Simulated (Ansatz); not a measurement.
**A computed series for InSe: response to strain**

Consider InSe in the beta-GaS type structure (space group P6_3/mmc, No. 194; a = 4.0321 Å, c = 16.7641 Å; layered, stacked along the Cartesian z axis). Axes: x lies along a and z along c of the hexagonal cell.

Strains are applied to the cell and any free atomic positions relax; under biaxial strain the out-of-plane vector relaxes too.

Level of theory: Kohn–Sham DFT with the PBE-D3(BJ) functional, run in Ansatz (a program for electronic structure) with PAW and 420 eV plane waves, no spin-orbit coupling.

Before the change:

```
Item        Value
--------  -------
Band gap  0.37 eV
```

The aim is a band gap between 0.85 eV and 0.91 eV. Which of these changes reaches it?
A. isotropic strain −5.24 %
B. biaxial strain +0.54 %, plane normal [001], relaxed out of plane
C. biaxial strain −0.45 %, plane normal [001], relaxed out of plane

A, isotropic strain −5.24 %. It gives 0.87 eV; biaxial strain +0.54 %, plane normal [001], relaxed out of plane gives 0.27 eV; biaxial strain −0.45 %, plane normal [001], relaxed out of plane gives 0.45 eV. Changes not listed may reach it too

Stability against distortions was not tested. The zero or small gap of InSe under biaxial strain +0.54 %, plane normal [001], relaxed out of plane can change with the level of theory.
